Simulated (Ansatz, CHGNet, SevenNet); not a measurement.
# Co2Si (Pnma, No. 62), equilibrium volume per atom

Reference value: 10.89 Å³/atom (measured, temperature not stated, not corrected to a static lattice, from a published cell, temperature and pressure not stated; as tabulated in S. Geller and V. M. Wolontis, Acta Crystallographica 8, 83 (1955)).

Q: What do CHGNet 0.3.0, CHGNet-r²SCAN, SevenNet-0, LDA, PBE, PBEsol, PBE-D3(BJ), PBE-D4, r²SCAN, r²SCAN-D4, r²SCAN+rVV10 give, and how far is each from the reference?

A: 
```csv
level (code),value (Å³/atom),difference (%)
CHGNet 0.3.0 (CHGNet),10.83,-0.6
CHGNet-r²SCAN (CHGNet),10.43,-4.2
SevenNet-0 (SevenNet),10.67,-2.0
LDA (Ansatz),9.98,-8.4
PBE (Ansatz),10.63,-2.4
PBEsol (Ansatz),10.25,-5.9
PBE-D3(BJ) (Ansatz),10.29,-5.5
PBE-D4 (Ansatz),10.31,-5.3
r²SCAN (Ansatz),10.43,-4.2
r²SCAN-D4 (Ansatz),10.34,-5.1
r²SCAN+rVV10 (Ansatz),10.36,-4.9
```

The reference's temperature isn't stated, so close values are not ranked against it. Off by more than 3.8 % (a bound picked here): CHGNet-r²SCAN (-4.2 %), LDA (-8.4 %), PBEsol (-5.9 %), PBE-D3(BJ) (-5.5 %), PBE-D4 (-5.3 %), r²SCAN (-4.2 %), r²SCAN-D4 (-5.1 %), r²SCAN+rVV10 (-4.9 %).

The reference has no zero-point or thermal correction, while the calculations are for a static lattice, so the differences are not the levels' errors alone. A static lattice is as a rule a little smaller than the measured one.  Spin-polarised start: LDA, PBE, PBE-D3(BJ), PBE-D4, PBEsol, r²SCAN, r²SCAN+rVV10, r²SCAN-D4. LDA, PBE, PBEsol, PBE-D3(BJ), PBE-D4, r²SCAN, r²SCAN-D4, r²SCAN+rVV10: the magnetic order was assumed, not searched for or taken from measurement. Ansatz's density-functional and Hartree–Fock values are scalar-relativistic unless marked +SOC, with PAW data made under PBE.

Machine-learned potentials (CHGNet 0.3.0, CHGNet-r²SCAN, SevenNet-0) are trained on DFT data, which may include these solids.

Differences are worked out from the printed values.

Ansatz is a program for electronic structure.
